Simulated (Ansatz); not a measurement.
ZnS (F-43m) under hydrostatic pressure: band gap by PBEsol with spin-orbit coupling, rigid bands (plane waves, PAW; Ansatz, a quantum-chemistry and plane-wave program). The unloaded cell, whose axes the loads refer to:

```yaml
crystal:
  lattice:
    - [0.00000, 2.67828, 2.67828]
    - [2.67828, 0.00000, 2.67828]
    - [2.67828, 2.67828, 0.00000]
  atoms:
    - { symbol: Zn, position: [0.00000, 0.00000, 0.00000] }
    - { symbol: S, position: [0.25000, 0.25000, 0.25000] }
```

```tsv
hydrostatic pressure (GPa)	volume per atom (Å³)	band gap (eV)
-2	19.74	1.945
0	19.21	2.062
2	18.76	2.164
5	18.17	?
10	17.36	2.506
```

Q: Fit a straight line to band gap against the load over the rows given, and predict the row at 5 GPa.

A: The means are x̄ = 2.500 GPa and ȳ = 2.1692; Σ(x − x̄)(y − ȳ) = 3.805 and Σ(x − x̄)² = 83.00, so the slope is 45.8 meV per GPa, and the rows given lie within 18 meV of the line. At 5 GPa the line gives 2.284 eV; the calculation gives 2.306 eV, 0.96 % from it.

Q: With all rows, what volume deformation potential dE_g/d ln V follows?

A: A line through E_g against ln V has the slope -4.4 eV, so the gap opens under compression.

 Stresses and pressures are the targets of the relaxation. The structure type is held at every load. Geometry: cell and atoms relaxed with PBEsol.
